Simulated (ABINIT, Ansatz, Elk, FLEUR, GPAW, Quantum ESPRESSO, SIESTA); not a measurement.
One structure in several programs: HfC (Fm-3m, 2 atoms in the cell)

Self-consistent single point, at a second geometry (lattice scaled by 0.98). First geometry:

```
HfC
1.0
    0.00000     2.32000     2.32000
    2.32000     0.00000     2.32000
    2.32000     2.32000     0.00000
Hf C
1 1
Direct
  0.00000   0.00000   0.00000
  0.50000   0.50000   0.50000
```

Shared settings, as Ansatz (an electronic-structure program) writes them: kpoints.mp_grid.grid = 10 10 10; scf.occupations.method = fermi_dirac; scf.occupations.width = 0.0073 Ry. Potentials and cutoffs stand in the table.

| code | model | ΔF from the first geometry (meV/atom) | cutoff |
|---|---|---|---|
| Quantum ESPRESSO | PBE, SSSP 1.1.2 efficiency (PBE) pseudopotentials | 46.4 | 60 Ry |
| GPAW | PBE, GPAW PAW datasets PBE (gpaw-data 1.0.1) | 51.7 | 900 eV |
| Elk | PBE, all-electron FP-LAPW, Elk's shipped species files, APW+lo basis with extra local orbitals | 47.9 | rgkmax 7.5 |
| FLEUR | PBE, all-electron FLAPW (FLEUR), scalar-relativistic valence | 44.9 | Kmax 4.1 1/bohr |
| Ansatz | PBE, default PAW files | 44.0 | 30.9 Ry |
| ABINIT | PBE, PAW (JTH v2.0 PBE PAW) | 44.4 | 21 Ha |
| SIESTA | GGA PBE, numerical atomic orbitals DZP, PseudoDojo PBE standard norm-conserving potentials (rewritten from UPF to PSML) | 42.1 | grid 400 Ry |

On Ansatz's run: spin-orbit coupling is off.

The spread over the programs that give each value: ΔF from the first geometry within 9.6 meV/atom.

SIESTA uses small atom-centred bases, whose incompleteness enters pressures, forces and empty levels differently from a plane-wave cutoff. Elk and FLEUR treat all electrons, but the usual bases taken here (sphere radii, linearisation, local orbitals, empty states) were not tested for convergence, so the values are no reference for the others. 

The starting cell has typed, rounded lattice constants, without a prior relaxation at this level. For this run, on top of that: lattice scaled by 0.98.

Keys are those of Ansatz 0.2.
